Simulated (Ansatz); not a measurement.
# In2S3: response to strain

The reference is In$_{2}$S$_{3}$ in the corundum structure (space group R-3c, No. 167; a = 6.574 Å, c = 17.608 Å (hexagonal axes); a cell from a computed database, its experimental status unchecked). Axes: x lies along a and z along c of the hexagonal cell.

Strains are applied to the cell and any free atomic positions relax; under biaxial strain the out-of-plane vector relaxes too.

All numbers come from Ansatz (an electronic-structure program) PBEsol, without spin-orbit coupling.

Notes on the quantities. pressure: mean of the normal stresses, compression positive.

| case | smallest direct gap | pressure | band gap | shortest interatomic distance | width of the top valence band |
|---|---|---|---|---|---|
| base | 0.68 eV | 0.00 GPa | 0.45 eV | 2.558 Å | 0.46 eV |
| biaxial strain −4.73 %, plane normal [001], relaxed out of plane | 0.64 eV | 5.17 GPa | 0.54 eV | 2.511 Å | 0.54 eV |
| biaxial strain +0.44 %, plane normal [001], relaxed out of plane | (withheld) | (withheld) | (withheld) | (withheld) | 0.47 eV |
| isotropic strain +0.42 % | 0.59 eV | -0.98 GPa | 0.36 eV | 2.570 Å | 0.45 eV |
| isotropic strain +0.62 % | 0.54 eV | -1.43 GPa | 0.32 eV | 2.576 Å | 0.45 eV |
| isotropic strain +5.27 % | – | -8.4 GPa | zero | 2.721 Å | – |
| uniaxial strain ε_zz = −3.59 % | 0.95 eV | 2.86 GPa | 0.67 eV | 2.529 Å | 0.53 eV |

Problem. Complete the table.

Solution. 
- biaxial strain +0.44 %, plane normal [001], relaxed out of plane, smallest direct gap: 0.65 eV
- biaxial strain +0.44 %, plane normal [001], relaxed out of plane, pressure: -0.43 GPa
- biaxial strain +0.44 %, plane normal [001], relaxed out of plane, band gap: 0.41 eV
- biaxial strain +0.44 %, plane normal [001], relaxed out of plane, shortest interatomic distance: 2.564 Å

A case with no gap was solved on a k-mesh chosen for an insulator, which is coarse for it. No phonon test of stability was made. All final runs are without spin polarisation. The zero or small gap of In2S3 under isotropic strain +5.27 % can change with the level of theory.
